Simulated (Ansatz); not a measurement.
A relaxation of cell and atoms of CoSn (P6/mmm, 6 atoms in the cell) with Ansatz (a quantum-chemistry and plane-wave program).

Method: LDA (PW92), default PAW files made with PBE (plane waves; Ansatz).

The change in words: atoms on their sites; basis.ecutwfc: 30.9 Ry → 18.4 Ry; relax: default → cell and atoms. Reference geometry:
```xyz
6
Lattice="5.2198 0.0000 0.0000 -2.6099 4.5205 0.0000 0.0000 0.0000 4.1667" Properties=species:S:1:pos:R:3 pbc="T T T"
Co    -1.3050     2.2602     0.0000
Co     2.6099     0.0000     0.0000
Co     1.3050     2.2602     0.0000
Sn     2.6099     1.5068     2.0833
Sn     0.0000     3.0137     2.0833
Sn     0.0000     0.0000     0.0500
```

Reference input (self-consistent single point, DFT, LDA (PW92), plane waves, default PAW files made with PBE): basis.ecutwfc = 30.9 Ry; kpoints.mp_grid.grid = 5 5 6; hamiltonian.xc = lda; hamiltonian.pseudopotentials = {kind: paw} (the program's default PAW files); scf.occupations.method = gaussian; scf.occupations.width = 0.0073 Ry. This run's input differs from it in these lines:

Ansatz 0.2 input:
```diff
@@ -11,5 +11,5 @@
     - { symbol: Sn, position: [0.333333, 0.666667, 0.500000] }
-    - { symbol: Sn, position: [0.000000, 0.000000, 0.012000] }
+    - { symbol: Sn, position: [0.000000, 0.000000, 0.000000] }
 basis:
-  ecutwfc: 30.9 Ry
+  ecutwfc: 18.4 Ry
 kpoints:
@@ -21,2 +21,4 @@
   occupations: { method: gaussian, width: 0.0073 Ry }
+relax:
+  cell: {}
 output:
```

Output, abridged:

```
   [... SCF lines of the steps left out ...]
relax step   1: F+E_penalty+E_count = -32814.35230771 eV  Δ(F+E_penalty+E_count) = +0.000e0 eV  max|allowed force component| = 7.710e-18 eV/Å  Δτ_max = 0.0000 Å  P = -3.528 GPa  Ω = 98.317 Å³  (10 SCF iters, dr2 threshold 1.00e-7 eV, accepted)
relax step   2: F+E_penalty+E_count = -32816.02250712 eV  Δ(F+E_penalty+E_count) = -1.670e0 eV  max|allowed force component| = 2.776e-17 eV/Å  Δτ_max = 0.0000 Å  P = +16.680 GPa  Ω = 95.705 Å³  energy of the carried Pulay correction = +2.045e0 eV  [...]
   [... lines left out ...]
relax step  38: F+E_penalty+E_count = -32814.40511723 eV  Δ(F+E_penalty+E_count) = -1.927e-4 eV  max|allowed force component| = 3.200e-17 eV/Å  Δτ_max = 0.0000 Å  P = -0.002 GPa  Ω = 96.082 Å³  energy of the carried Pulay correction = +1.914e-4 eV  [...]
relax step  39: F+E_penalty+E_count = -32814.40511724 eV  Δ(F+E_penalty+E_count) = -5.057e-9 eV  max|allowed force component| = 3.200e-17 eV/Å  Δτ_max = 0.0000 Å  P = -0.003 GPa  Ω = 96.082 Å³  stress off target by 4.90e-2 GPa  SCF on the basis [...]
basis re-selected at this cell: Δ(F+E_penalty+E_count) = -5.057e-9 eV, ΔP = -0.001 GPa vs the last step
the relaxation is at rest under the 24 symmetry operations that the run kept from its start: a minimum is not shown …
Stability not checked: this state was not tested for a lower state beside it, because too few of the mixer's solves of this state at the end of the SCF gave a …
Free energy (F): -32814.405117 eV
Internal energy: -32814.381062 eV  (E = F + TS)
   [... lines left out ...]
Fermi energy:    15.303017 eV
  cell:  # Å, volume = 96.0820 Å³
   [... lines left out ...]
    - { symbol: Co, position: [0.5, 1.2817861606836389e-34, 0.0] }
    - { symbol: Co, position: [0.5, 0.5, 2.407412430484045e-35] }
    - { symbol: Sn, position: [0.6666666666666666, 0.3333333333333333, 0.5] }
    - { symbol: Sn, position: [0.3333333333333333, 0.6666666666666666, 0.5] }
    - { symbol: Sn, position: [8.167207493005031e-35, 1.078471862898564e-34, 1.1510089367345427e-40] }
```

The run converged. 

Summary of the result:
| Property | Result |
|---|---|
| Free energy E − TS (on the zero of these files) | -32814.4051 eV |
| Fermi level (on the code's own zero) | 15.30 eV |
| Pressure | 0.00 GPa |
| Final cell | a = b = 5.254 Å, c = 4.019 Å, α = β = 90.00°, γ = 120.00° |
| Final volume per atom | 16.01 Å³ |
| Relaxation steps | 39 |

The starting cell comes from a database of computed structures (which also holds hypothetical and non-ambient phases and stackings), without a prior relaxation at this level. Its lattice was rescaled by up to half a per cent. Spin polarisation is off. The relaxation keeps the symmetry of its start, so its end need not be a minimum. Ansatz's pressure includes its estimate of the finite-basis (Pulay) stress. Without the estimate this run gives -137.74 GPa. The cutoff lies below the one recommended for these files.

Cost on one core of a shared machine: roughly 3 min.
